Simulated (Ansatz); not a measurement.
We consider ScAg2 (I4/mmm, No. 139; cell taken from a computed entry), described by PBEsol (Ansatz, an electronic-structure program, PAW).

Settings: plane-wave cutoff 520 eV, 22×22×22 k mesh, Fermi–Dirac smearing 0.05 eV, no spin polarisation, scalar-relativistic PAW data made under PBE.

Cell (relaxed at this level):

```cif
data_Ag4Sc2
_chemical_formula_sum 'Sc2 Ag4'
_space_group_name_H-M_alt 'I4/mmm'
_space_group_IT_number 139
_space_group_name_Hall '-I 4 2'
_cell_length_a 3.50260
_cell_length_b 3.50260
_cell_length_c 8.80818
_cell_angle_alpha 90.000
_cell_angle_beta 90.000
_cell_angle_gamma 90.000
loop_
_atom_site_label
_atom_site_type_symbol
_atom_site_symmetry_multiplicity
_atom_site_Wyckoff_symbol
_atom_site_fract_x
_atom_site_fract_y
_atom_site_fract_z
_atom_site_occupancy
Sc1 Sc 2 a 0.00000 0.00000 0.00000 1
Ag1 Ag 4 e 0.00000 0.00000 0.33312 1
```
(The calculation used a cell of 3 atoms; values per cell refer to that cell.)

### Question
Predict the bulk modulus B0.

### Answer

* **bulk modulus B0**: 105 GPa

The run finds no gap.

Note: the bulk modulus is −V dP/dV from two relaxed cells at ±2 % in volume; the relaxation could not lower the start's symmetry, so the cell can be a saddle point above a distorted one.
